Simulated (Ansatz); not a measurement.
Cells marked so need not be the phases stable at ambient conditions, and some may be hypothetical.

The gap is the functional's own. No spin-orbit coupling. Mid-gap values are interpolated on the energy grid.

A. Y2Ti2O7 (Fd-3m, not sure to be the ambient phase, 22 atoms a cell, 11.7 Å³ an atom), along the normal of (111)
B. CdS (Fm-3m, rock salt, not sure to be the ambient phase, 2 atoms a cell, 20.9 Å³ an atom, -2 GPa at this level), along the normal of (110)
C. Ba$_{2}$MgMoO$_{6}$ (Fm-3m, not sure to be the ambient phase, 10 atoms a cell, 13.8 Å³ an atom, -7 GPa at this level), along the normal of (111)

Put the candidates in order of mid-gap decay constant of the slowest evanescent state, highest first, for r2SCAN (Ansatz, an electronic-structure program).

C (0.36 1/Å), A (0.32 1/Å), B (0.12 1/Å)
